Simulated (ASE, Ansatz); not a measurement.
A thermal frame of composition CaAl2(SiO4)2, cell Ca6Al12Si12O48, held well above this temperature first [in the CHGNet run: some atoms moved, others hardly; mean temperature 2274 K (target 2290 K); density 2.42 g/cm³, volume +5 % from the start cell's], from MD with the machine-learned potential CHGNet 0.3.0 in ASE at 2290 K. Level of theory: PBE (plane waves, PAW; Ansatz, a quantum-chemistry and plane-wave program).

```yaml
plane_wave_cutoff: 420 eV
k-points: Γ only
Fermi-Dirac width: 0.197 eV
spin: not polarised; no spin-orbit coupling
```

A check of the k-sampling: on the last frame of the same run a denser mesh moved the PBE forces by 0.023 eV/Å rms, the static pressure by -0.04 GPa and the free energy by -1 meV/atom.

```
CELL_PARAMETERS angstrom
     10.45882     0.00000     0.00000
      0.00000    10.45882     0.00000
      0.00000     0.00000    10.45882
ATOMIC_POSITIONS crystal
  Ca 0.48612 0.29348 0.73785
  Ca 0.48663 0.35883 0.37979
  Ca 0.89104 0.21241 0.17522
  Ca 0.41104 0.95748 0.90717
  Ca 0.02428 0.31923 0.88702
  Ca 0.83111 0.54662 0.27838
  Al 0.99084 0.69670 0.09163
  Al 0.76869 0.65668 0.87677
  Al 0.84047 0.29868 0.40488
  Al 0.51360 0.62678 0.07519
  Al 0.71796 0.75569 0.61684
  Al 0.91405 0.82019 0.39068
  Al 0.37280 0.65378 0.87979
  Al 0.17036 0.80951 0.73415
  Al 0.67213 0.41734 0.94683
  Al 0.15406 0.34686 0.36847
  Al 0.86083 0.05566 0.52974
  Al 0.26060 0.21724 0.98400
  Si 0.17571 0.01795 0.43154
  Si 0.48772 0.27823 0.10413
  Si 0.11270 0.53826 0.59161
  Si 0.22857 0.49104 0.11452
  Si 0.89612 0.50269 0.62742
  Si 0.71198 0.18101 0.94800
  Si 0.43427 0.69186 0.59947
  Si 0.10196 0.07876 0.71389
  Si 0.58100 0.09676 0.60221
  Si 0.55330 0.65997 0.36726
  Si 0.10622 0.97982 0.99986
  Si 0.43916 0.90307 0.42545
  O  0.81126 0.87608 0.50163
  O  0.17223 0.33945 0.03968
  O  0.78351 0.80014 0.79254
  O  0.98160 0.11407 0.61764
  O  0.92641 0.74355 0.24433
  O  0.56515 0.77279 0.66891
  O  0.24858 0.42142 0.26337
  O  0.33045 0.55588 0.01844
  O  0.78396 0.51942 0.74766
  O  0.10540 0.57658 0.07765
  O  0.10785 0.98024 0.82716
  O  0.78829 0.32836 0.01910
  O  0.18473 0.44261 0.49485
  O  0.17143 0.68101 0.61036
  O  0.64049 0.28422 0.84431
  O  0.88614 0.64112 0.99459
  O  0.42839 0.26208 0.96138
  O  0.03503 0.45672 0.69698
  O  0.03363 0.95200 0.39869
  O  0.42855 0.23484 0.22391
  O  0.52229 0.01368 0.46770
  O  0.99215 0.34583 0.31785
  O  0.29450 0.94188 0.38155
  O  0.01590 0.09882 0.04107
  O  0.56980 0.40770 0.08151
  O  0.58958 0.14096 0.04611
  O  0.70029 0.65483 0.41104
  O  0.86561 0.37929 0.55192
  O  0.46981 0.59033 0.48861
  O  0.17854 0.17128 0.42329
  O  0.17151 0.97647 0.60409
  O  0.09656 0.83834 0.03810
  O  0.39695 0.58187 0.71935
  O  0.27034 0.77078 0.83145
  O  0.24354 0.06195 0.03109
  O  0.55309 0.23221 0.55991
  O  0.61644 0.57250 0.93098
  O  0.71894 0.04969 0.62559
  O  0.52455 0.05054 0.75633
  O  0.51308 0.80072 0.32850
  O  0.42922 0.76164 0.02008
  O  0.36994 0.81925 0.55674
  O  0.71245 0.38169 0.31923
  O  0.95870 0.62229 0.54591
  O  0.53443 0.57405 0.24261
  O  0.17188 0.18693 0.80325
  O  0.80066 0.08252 0.89738
  O  0.82890 0.11306 0.37540
```

### Question
Give the forces on atoms 2, 14, 18, 29, 52, 61, 64, 68, 71, 76 (eV/Å), the static pressure (no kinetic part), the Kohn-Sham gap at the supercell's Γ point.

### Answer

```json
[
 {"atom": "Ca2", "Fx Fy Fz": "1.244 -0.117 0.095"},
 {"atom": "Al14", "Fx Fy Fz": "-4.724 3.120 -7.103"},
 {"atom": "Al18", "Fx Fy Fz": "1.232 -1.035 -1.249"},
 {"atom": "Si29", "Fx Fy Fz": "-0.598 4.334 -0.212"},
 {"atom": "O52", "Fx Fy Fz": "-1.325 0.168 0.065"},
 {"atom": "O61", "Fx Fy Fz": "0.851 0.174 0.895"},
 {"atom": "O64", "Fx Fy Fz": "4.356 -0.561 4.495"},
 {"atom": "O68", "Fx Fy Fz": "3.044 0.622 -0.818"},
 {"atom": "O71", "Fx Fy Fz": "2.198 -0.728 -1.357"},
 {"atom": "O76", "Fx Fy Fz": "0.694 2.444 -0.299"}
]
```
static pressure (no kinetic part): 1.44 GPa
Kohn-Sham gap at the supercell's Γ point: 1.47 eV
